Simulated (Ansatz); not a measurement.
**MoGe (model structure, started from the CoSn type, P6/mmm, No. 191, 6 atoms in the cell)**

All values below come from PBE-D3(BJ) (Ansatz, a program for electronic structure, PAW).

Settings: plane-wave cutoff 500 eV, 12×12×10 k mesh (along the axes of the cell as run), Fermi–Dirac smearing 0.05 eV, no spin polarisation, scalar-relativistic PAW data made under PBE.

Cell (relaxed at this level):

```
MoGe
1.0
    5.36792     0.00000     0.00000
   -2.68396     4.64875     0.00000
    0.00000     0.00000     4.28286
Mo Ge
3 3
Direct
  0.50000   0.00000   0.00000
  0.50000   0.50000   0.00000
  0.00000   0.50000   0.00000
  0.00000   0.00000   0.00000
  0.33333   0.66667   0.50000
  0.66667   0.33333   0.50000
```

- band gap = none

Note: the relaxation could raise the start's symmetry but not lower it, so the cell can be a saddle point.

Spin–orbit coupling is not included.

Computed values are for the static lattice.

A model structure was made by putting elements into a prototype or built by hand; it is no filed structure, need not be a known phase, and can be a saddle point held by its symmetry.
